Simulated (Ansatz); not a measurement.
Take SiC in the zinc blende structure (space group F-43m, No. 216) as the base.

```
CELL_PARAMETERS angstrom
      0.00000     2.17843     2.17843
      2.17843     0.00000     2.17843
      2.17843     2.17843     0.00000
ATOMIC_POSITIONS crystal
  Si 0.00000 0.00000 0.00000
  C  0.25000 0.25000 0.25000
```

Computed with DFT with PBEsol, PAW potentials and a 420 eV plane-wave cutoff in Ansatz (a quantum-chemistry and plane-wave program), without spin-orbit coupling.

Before the change:

- Width of the top valence band: 4.75 eV
- Band gap: 1.24 eV
- Hole mass: 0.37, 0.59, 0.59 mₑ (at Γ)
- Electron mass: 0.62 mₑ along k, 0.22 mₑ across (at X)

One thing is altered: the cell is scaled by 0.9750 in all directions, atoms relaxed at fixed cell.

Estimate the effect on the width of the top valence band.

The width of the top valence band increases by 0.30 eV (4.75 eV → 5.05 eV).

How does this affect the band gap?

The band gap decreases by 0.07 eV (1.24 eV → 1.17 eV).

Estimate the effect on the hole mass.

The hole mass (degenerate bands, along [100]) becomes 0.41, 0.59, 0.59 mₑ (at Γ) (base: 0.37, 0.59, 0.59 mₑ (at Γ)).

What happens to the electron mass?

The electron mass goes from 0.62 mₑ along k, 0.22 mₑ across (at X) to 0.65 mₑ along k, 0.22 mₑ across (at X).

What does the calculation give for the energy relative to the base after the change?

The energy goes up by 43 meV/atom.

The cells carry an imposed strain or load. Effective masses come from finite differences of ±0.01 Å⁻¹. Along k means along the line from Γ to the band edge. Stability against distortions was not tested.
